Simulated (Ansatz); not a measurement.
**CdTe: response to strain**

Start from CdTe in the zinc blende structure (space group F-43m, No. 216).

```yaml
crystal:
  lattice:
    - [0.00000, 3.20432, 3.20432]
    - [3.20432, 0.00000, 3.20432]
    - [3.20432, 3.20432, 0.00000]
  atoms:
    - { symbol: Cd, position: [0.00000, 0.00000, 0.00000] }
    - { symbol: Te, position: [0.25000, 0.25000, 0.25000] }
```

Cartesian axes are those of the cell as printed.

Strains are applied to the cell and any free atomic positions relax; under biaxial strain the out-of-plane vector relaxes too.

All numbers come from LDA (Ansatz, a program for electronic structure, PAW, no SOC).

Notes on the quantities. energy relative to the base: free energy F.

| biaxial strain, plane normal [111], relaxed out of plane (%) | energy relative to the base (meV/atom) |
|---|---|
| -2.5 | 10.5 |
| -2.08 | ? |
| -1.67 | 4.6 |
| -1.25 | 2.6 |
| -0.83 | 1.1 |
| -0.42 | 0.3 |
| 0 | 0.0 |

Problem. Fit ΔE = Aε² + Bε³ (ε in %) to the rows shown and predict the withheld row.

Solution. Least squares on the printed values gives A = 1.61 and B = -0.029 meV/atom (largest residual 0.0 meV/atom); this predicts 7.2 meV/atom, and the run gives 7.2 meV/atom, in agreement.

Whether these cells are dynamically stable was not tested.
